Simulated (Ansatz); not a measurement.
## ZnS: response to strain

Consider ZnS in the wurtzite structure (space group P6_3mc, No. 186; a = 3.845 Å, c = 6.305 Å). Axes: x lies along a and z along c of the hexagonal cell.

Strains are applied to the cell and any free atomic positions relax; under biaxial strain the out-of-plane vector relaxes too.

Level of theory: PBE (Ansatz, a program for electronic structure, PAW, no SOC).

```json
[
 {"case": "base", "ratio −ε⊥/ε∥": "–", "shortest interatomic distance": "2.357 Å", "band gap": "2.08 eV", "electron mass": "0.16 mₑ along c, 0.18 mₑ across (at Γ)", "width of the top valence band": "2.03 eV"},
 {"case": "biaxial strain −3.00 %, plane normal [001], relaxed out of plane", "ratio −ε⊥/ε∥": "0.59", "shortest interatomic distance": "2.320 Å", "band gap": "2.07 eV", "electron mass": "0.14 mₑ out of plane, 0.20 mₑ in plane (at Γ)", "width of the top valence band": "2.30 eV"},
 {"case": "biaxial strain −2.40 %, plane normal [001], relaxed out of plane", "ratio −ε⊥/ε∥": "0.59", "shortest interatomic distance": "2.327 Å", "band gap": "2.09 eV", "electron mass": "0.15 mₑ out of plane, 0.20 mₑ in plane (at Γ)", "width of the top valence band": "2.23 eV"},
 {"case": "biaxial strain −1.80 %, plane normal [001], relaxed out of plane", "ratio −ε⊥/ε∥": "0.58", "shortest interatomic distance": "2.334 Å", "band gap": "2.09 eV", "electron mass": "0.15 mₑ out of plane, 0.19 mₑ in plane (at Γ)", "width of the top valence band": "2.18 eV"},
 {"case": "biaxial strain −1.20 %, plane normal [001], relaxed out of plane", "ratio −ε⊥/ε∥": "0.58", "shortest interatomic distance": "2.341 Å", "band gap": "2.09 eV", "electron mass": "0.15 mₑ out of plane, 0.19 mₑ in plane (at Γ)", "width of the top valence band": "2.13 eV"},
 {"case": "biaxial strain −0.60 %, plane normal [001], relaxed out of plane", "ratio −ε⊥/ε∥": "–", "shortest interatomic distance": "2.349 Å", "band gap": "2.09 eV", "electron mass": "0.15 mₑ out of plane, 0.18 mₑ in plane (at Γ)", "width of the top valence band": "2.08 eV"}
]
```

Masses are band curvatures over ±0.01 Å⁻¹ around the edge. Stability against distortions was not tested.
